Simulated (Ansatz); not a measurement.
## Ansatz run on SrSO₄ (F-43m, 6 atoms in the cell): self-consistent single point

Method: LDA (PW92), default PAW files made with PBE (plane waves; Ansatz, an electronic-structure program).

The input file:

Ansatz 0.2 input:
```yaml
crystal:
  lattice:
    - [0.000000, 3.622415, 3.622415]
    - [3.622415, 0.000000, 3.622415]
    - [3.622415, 3.622415, 0.000000]
  atoms:
    - { symbol: Sr, position: [0.500000, 0.500000, 0.500000] }
    - { symbol: S, position: [0.000000, 0.000000, 0.000000] }
    - { symbol: O, position: [0.881060, 0.881060, 0.881060] }
    - { symbol: O, position: [0.356820, 0.881060, 0.881060] }
    - { symbol: O, position: [0.881060, 0.881060, 0.356820] }
    - { symbol: O, position: [0.881060, 0.356820, 0.881060] }
basis:
  ecutwfc: 30.9 Ry
kpoints:
  mp_grid: { grid: [6, 6, 6] }
hamiltonian:
  xc: lda
  pseudopotentials: { kind: paw }
scf:
  occupations: { method: fixed }
output:
  forces: true
  eigenvalues: true
  stress: true
```

The program printed (abridged):

```
WARN ansatz: RAYON_NUM_THREADS=1 ignored (pool sized by the plan → 1); use --threads N
Pseudopotentials: kind: paw
Pseudopotential: Sr, paw, valence charge 10
Pseudopotential: S, paw, valence charge 6
Pseudopotential: O, paw, valence charge 6
Crystal: 6 atoms, lattice volume = 95.066 Å³
Basis set: ecut = 420.4159175005146 eV, 1837 PW (Γ)
Bands: 26, of which v1, the nominal top of the filled ones, is band 20 counted from 1 (19 counted from 0)
Symmetry: 24 space group operations
Space group: F-43m (ITA 216), of the structure as read, at distance tolerance 4.6e-5 Å
k-points: 16 of 216 (time reversal used)
PAW frozen core: Sr, regenerated for the run's functional, and the local potential with it
PAW frozen core: S, regenerated for the run's functional, and the local potential with it
PAW frozen core: O, regenerated for the run's functional, and the local potential with it
Initial density: superposition of atomic densities (neutral atoms: chi_scale 0, normalization atom), corrected by the library's trained network
Initial wavefunctions: pseudopotential atomic-orbital guess
Eigensolver: davidson
Functional: x = slater, c = lda
SCF iter   1: F=—  HF=-6537.011111 eV  |F-HF|=—  |Δ(HF+E_count)|=         —  Δρ=1.08e-2  dr2=9.09e-2  ethr=1.77e-3  ⟨swp⟩=6.5  Hψ=2051  notcnv=0  defer=61
all-band conjugate gradients solve this SCF's bands
preconditioner: auto → none
SCF iter   2: F=—  HF=-6536.988263 eV  |F-HF|=—  |Δ(HF+E_count)|=   2.28e-2  Δρ=4.84e-3  dr2=1.32e-2  ethr=2.27e-4  ⟨swp⟩=2.6  Hψ=870  notcnv=0  defer=60
SCF iter   3: F=—  HF=-6536.984783 eV  |F-HF|=—  |Δ(HF+E_count)|=   3.48e-3  Δρ=1.68e-3  dr2=1.68e-3  ethr=3.30e-5  ⟨swp⟩=2.9  Hψ=749  notcnv=0  defer=62
SCF iter   4: F=—  HF=-6536.984840 eV  |F-HF|=—  |Δ(HF+E_count)|=   5.64e-5  Δρ=5.67e-4  dr2=4.24e-4  ethr=4.21e-6  ⟨swp⟩=2.9  Hψ=748  notcnv=0  defer=64
SCF iter   5: F=—  HF=-6536.984761 eV  |F-HF|=—  |Δ(HF+E_count)|=   7.84e-5  Δρ=1.21e-4  dr2=1.49e-5  ethr=1.06e-6  ⟨swp⟩=2.0  Hψ=597  notcnv=0  defer=55
SCF iter   6: F=—  HF=-6536.984769 eV  |F-HF|=—  |Δ(HF+E_count)|=   7.46e-6  Δρ=2.71e-5  dr2=8.23e-7  ethr=3.72e-8  ⟨swp⟩=2.0  Hψ=681  notcnv=0  defer=30
SCF iter   7: F=-6536.984769 eV  HF=-6536.984769 eV  |F-HF|=3.10e-8  |Δ(HF+E_count)|=   1.15e-7  Δρ=6.86e-6  dr2=4.54e-8  ethr=2.50e-10  ⟨swp⟩=13.6  Hψ=2479  notcnv=0
SCF 1 converged in 7 iterations: F = -6536.984769 eV  dr2 = 4.54e-8
SCF converged after 7 iterations
Free energy (F): -6536.984769 eV
Harris-Foulkes:  -6536.984769 eV  (|F-HF|=3.10e-8)
Internal energy: -6536.984769 eV  (E = F + TS)
E sigma→0 (E₀):  -6536.984769 eV
Fermi energy:    3.955914 eV
--- Per-component energies (eV) ---
  E_band       = -239.595984
  E_kinetic    = 1061.513327
  E_local      = -2775.183178  (includes V_loc(G=0)·N_el)
  E_nonlocal   = 432.223096
  E_hartree    = 931.593777
  E_xc         = -558.166913
  E_vxc        = -623.246698  (∫ρ·V_xc dr)
  E_paw        = -3755.699074  (= ΣΔE_a)
  E_vpaw       = -198.098661  (= ΣTr[D̂ρ^β])
  E_aug_tail   = 0.009965  (compensation charges beyond the density's cutoff)
  E_ewald      = -1874.110787
  E_core_change = 0.835019  (= ΣΔE_core)
  E_smearing   = -0.000000  (= −TS)
  E_closure    = -0.000000  (closes the sum)
  Σ components = -6536.984769   (vs F -6536.984769, Δ=0.00e0)
--- Forces (eV/Å), atoms counted from 1 ---
  atom   1  Sr     0.00000000    -0.00000000    -0.00000000
  atom   2  S     -0.00000000     0.00000000     0.00000000
  atom   3  O      0.31038031     0.31038031     0.31038031
  atom   4  O      0.31038031    -0.31038031    -0.31038031
  atom   5  O     -0.31038031    -0.31038031     0.31038031
  atom   6  O     -0.31038031     0.31038031    -0.31038031
  max |Σ_I F_I| component: 5.55e-17 eV/Å
--- Stress (GPa, compression-positive) ---
       -6.657346       0.000000      -0.000000
        0.000000      -6.657346       0.000000
       -0.000000       0.000000      -6.657346
  P = ⅓ Tr σ = -6.6573 GPa (-66.573 kbar)
  The stress holds the Pulay correction. Without it, at fixed plane waves, as pw.x and ABINIT print it: P = -7.3544 GPa
--- Band table (eV; the first three rows and the last of 16) ---
  k-point 0: bands = ["-29.8858", "-18.7588", "-14.2903", "-14.2903", "-14.2903", "-11.8058", "-11.8058", "-11.8058", "-5.0491", "-1.8958", "-1.8958", "-1.8958", "0.6236", "0.6236", "2.1887", "2.1887", "2.1887", "3.9446", "3.9446", "3.9446", [...]
  k-point 1: bands = ["-29.8854", "-18.7475", "-14.3397", "-14.2918", "-14.2918", "-11.8105", "-11.8105", "-11.8071", "-4.8480", "-1.9069", "-1.8190", "-1.8190", "0.6974", "0.6974", "1.7777", "2.1247", "2.1247", "3.7416", "3.7416", "3.9469", [...]
  k-point 2: bands = ["-29.8845", "-18.7244", "-14.4371", "-14.2949", "-14.2949", "-11.8200", "-11.8200", "-11.8092", "-4.4005", "-1.9120", "-1.6535", "-1.6535", "0.9005", "0.9005", "0.9658", "1.9127", "1.9127", "3.3774", "3.3774", "3.9530", [...]
  k-point 15: bands = ["-29.8835", "-18.6845", "-14.5858", "-14.3374", "-14.3134", "-11.8125", "-11.7880", "-11.7461", "-3.6533", "-2.5495", "-1.3467", "-1.2226", "0.4584", "1.0475", "1.1660", "1.3656", "1.7160", "3.1079", "3.3567", "3.3831", [...]
```

The run converged in 7 iterations.

The starting cell comes from a database of computed structures (which also holds hypothetical and non-ambient phases and stackings), without a prior relaxation at this level. Its lattice was rescaled by up to half a per cent. With a pressure of about -7 GPa the cell is away from its equilibrium volume at this level. Ansatz's pressure includes its estimate of the finite-basis (Pulay) stress. Without the estimate this run gives -7.35 GPa.
